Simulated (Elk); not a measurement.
Band structure of LaPd2 (I4/mmm, 3 atoms in the cell).

```
CELL_PARAMETERS angstrom
     -1.97482     1.97482     4.40689
      1.97482    -1.97482     4.40689
      1.97482     1.97482    -4.40689
ATOMIC_POSITIONS crystal
  La 0.00000 0.00000 0.00000
  Pd 0.75000 0.25000 0.50000
  Pd 0.25000 0.75000 0.50000
```

Level of theory: PBEsol, all-electron FP-LAPW, Elk's shipped species files, LAPW+lo basis run with Elk.

Settings: xctype = 22; rgkmax = 8; swidth = 0.00367493 Ha; ngridk = 9 9 9; gmaxvr = 16 1/bohr; nxoapwlo = 1; rmtscf = 0.95; maxscl = 100.

The starting cell comes from a database of computed structures (which also holds hypothetical and non-ambient phases and stackings), without a prior relaxation at this level. Its lattice was rescaled by a random factor within 2.5 % of one. Spin polarisation is off. Values depend on the basis (sphere radii, cutoffs, local orbitals), which need not be converged.

Levels in eV from the Fermi level, bands 21 to 28:
| point | 21 | 22 | 23 | 24 | 25 | 26 | 27 | 28 |
|---|---|---|---|---|---|---|---|---|
| Γ | -2.15 | -1.06 | -0.26 | -0.09 | 1.71 | 1.75 | 1.75 | 2.33 |
| X | -1.86 | -1.81 | -1.24 | 1.20 | 1.51 | 1.63 | 2.35 | 2.44 |
| Y | -1.97 | -1.83 | -0.64 | 0.09 | 1.52 | 2.30 | 2.35 | 2.47 |
| S | -2.17 | -1.95 | -1.55 | -0.67 | 0.68 | 2.23 | 2.34 | 2.53 |
| Z | -1.82 | -1.68 | -1.00 | -0.11 | 1.96 | 2.29 | 2.32 | 2.32 |
| S1 | -2.17 | -1.95 | -1.55 | -0.67 | 0.68 | 2.23 | 2.34 | 2.53 |
| N | -2.56 | -2.30 | -1.95 | -0.49 | 0.28 | 2.18 | 2.32 | 2.59 |
| P | -1.84 | -1.83 | -0.08 | -0.06 | 1.46 | 1.46 | 2.48 | 2.48 |
| Y1 | -1.97 | -1.83 | -0.64 | 0.09 | 1.52 | 2.30 | 2.35 | 2.47 |

Bands cross the Fermi level along this path, so the cell is metallic at this level.
